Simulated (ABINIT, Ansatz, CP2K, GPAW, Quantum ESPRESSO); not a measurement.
# One structure in several programs: ZrGeSe (P4/nmm, 6 atoms in the cell)

Self-consistent single point.

```
CELL_PARAMETERS angstrom
      3.63083     0.00000     0.00000
      0.00000     3.63083     0.00000
      0.00000     0.00000     8.16948
ATOMIC_POSITIONS crystal
  Zr 0.00000 0.50000 0.73901
  Zr 0.50000 0.00000 0.26099
  Ge 0.00000 0.00000 0.00000
  Ge 0.50000 0.50000 0.00000
  Se 0.50000 0.00000 0.62245
  Se 0.00000 0.50000 0.37755
```

Shared settings, as Ansatz (an electronic-structure program) writes them: kpoints.mp_grid.grid = 6 6 3; scf.occupations.method = gaussian; scf.occupations.width = 0.1 eV. Potentials and cutoffs stand in the table.

| code | model | pressure (GPa) | largest force (eV/Å) | cutoff |
|---|---|---|---|---|
| Quantum ESPRESSO | PBEsol, PSlibrary PAW (PBE) pseudopotentials | 6.04 | 0.309 | 55 Ry |
| CP2K | PBEsol, GPW, TZVP-MOLOPT-SR-GTH basis, GTH-PBE potentials (GTH_POTENTIALS) | 8.11 | 0.370 | grid 500 Ry |
| GPAW | PBEsol, GPAW PAW datasets PBEsol (made by gpaw-setup) | 5.20 | 0.310 | 550 eV |
| Ansatz | PBEsol, PAW files made with PBE | 5.48 | 0.294 | default |
| ABINIT | PBEsol, PAW (JTH v2.0 PBE PAW, files made for PBE) | 5.23 | 0.298 | 571 eV |

Size of the force on each atom (eV/Å): Sizes of forces hide their directions.

```tsv
code	Zr1	Zr2	Ge3	Ge4	Se5	Se6
Quantum ESPRESSO	0.309	0.309	0.000	0.000	0.198	0.198
CP2K	0.370	0.370	0.000	0.000	0.260	0.260
GPAW	0.310	0.310	0.000	0.000	0.165	0.165
Ansatz	0.294	0.294	0.000	0.000	0.179	0.179
ABINIT	0.298	0.298	0.000	0.000	0.193	0.193
```

The spread over the programs that give each value: pressure within 2.91 GPa; largest force within 0.076 eV/Å.

CP2K uses small atom-centred bases, whose incompleteness enters pressures, forces and empty levels differently from a plane-wave cutoff. Ansatz's pressure is given at a fixed set of plane waves, as the other plane-wave codes print theirs. In the pressure, CP2K (by 2.75) lies more than 1 GPa from the median of the plane-wave programs.

The starting cell comes from a database of computed structures (which also holds hypothetical and non-ambient phases and stackings), without a prior relaxation at this level. Its lattice was rescaled by a random factor within 2.5 % of one.

Keys are those of Ansatz 0.2.
